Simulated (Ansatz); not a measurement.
The parent structure is WSi2 (space group I4/mmm, No. 139; a = 3.202 Å, c = 7.818 Å; relaxed with 0.1 eV smearing). Axes: x, y, z lie along a, b, c of the conventional cell.

Structures relaxed with PBEsol (Ansatz, a program for electronic structure; PAW; 420 eV plane waves; without spin-orbit coupling).

Base:

Simulated powder pattern, Cu Kα, λ = 1.54184 Å (kinematic, ideal powder, no thermal factors, no anomalous dispersion; the 14 strongest lines at most, above 2 %, up to 2θ = 90°):

```csv
2θ (°),I/Imax (%),hkl
22.75,50,(002)
30.16,100,(101)
39.81,59,(110)
44.84,84,(103)
46.34,33,(112)
46.46,8.0,(004)
57.56,20,(200)
62.70,14,(202)
62.81,13,(114)
66.36,23,(211)
66.55,12,(105)
75.79,37,(213)
76.99,7.6,(204)
86.10,14,(116)
```

After one change:

Simulated powder pattern, Cu Kα, λ = 1.54184 Å (kinematic, ideal powder, no thermal factors, no anomalous dispersion; the 14 strongest lines at most, above 2 %, up to 2θ = 90°):

| 2θ (°) | I/Imax (%) |
|---|---|
| 22.19 | 52 |
| 30.05 | 100 |
| 39.81 | 58 |
| 44.15 | 87 |
| 45.27 | 8.4 |
| 46.04 | 33 |
| 57.56 | 20 |
| 61.84 | 14 |
| 62.46 | 14 |
| 65.08 | 13 |
| 66.30 | 23 |
| 75.29 | 37 |
| 76.10 | 7.7 |
| 84.16 | 14 |

What was done to the base?
(A) uniaxial strain ε_zz = −2.50 %
(B) uniaxial strain ε_zz = +2.00 %
(C) uniaxial strain ε_zz = +2.50 %
(D) uniaxial strain ε_zz = −0.50 %

C, uniaxial strain ε_zz = +2.50 %. Its volume per atom is 13.70 Å³ against 13.36 Å³, and its space group is I4/mmm (No. 139).

No phonon test of stability was made. The final runs are not spin-polarised.
